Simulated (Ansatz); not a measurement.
W3Al (model structure, started from the D019 type, P6₃/mmc, No. 194, 8 atoms in the cell), treated with LDA in Ansatz (plane waves, PAW).

Run with plane-wave cutoff 520 eV, 12×12×12 k mesh, Fermi–Dirac smearing 0.05 eV, no spin polarisation, scalar-relativistic PAW data made under PBE.

Cell (relaxed at this level):

```yaml
crystal:
  lattice:
    - [5.53451, 0.00000, 0.00000]
    - [-2.76726, 4.79303, 0.00000]
    - [0.00000, 0.00000, 4.59610]
  atoms:
    - { symbol: W, position: [0.83893, 0.67785, 0.25000] }
    - { symbol: W, position: [0.16107, 0.83893, 0.75000] }
    - { symbol: W, position: [0.32215, 0.16107, 0.25000] }
    - { symbol: W, position: [0.16107, 0.32215, 0.75000] }
    - { symbol: W, position: [0.83893, 0.16107, 0.25000] }
    - { symbol: W, position: [0.67785, 0.83893, 0.75000] }
    - { symbol: Al, position: [0.33333, 0.66667, 0.25000] }
    - { symbol: Al, position: [0.66667, 0.33333, 0.75000] }
```

Problem. Give the computed bulk modulus.

Solution. 
- bulk modulus = 246 GPa

Note: the run has no spin polarisation, so it can have missed a magnetic state; the bulk modulus is −V dP/dV from two relaxed cells at ±2 % in volume; the relaxation could raise the start's symmetry but not lower it, so the cell can be a saddle point.

Spin–orbit coupling is not included.

The computed numbers hold no vibrational or temperature effects.

Cost on a shared machine: around 7 core-minutes (rough).

A model structure was made by putting elements into a prototype or built by hand; it is no filed structure, need not be a known phase, and can be a saddle point held by its symmetry.

Ansatz is an electronic-structure program.
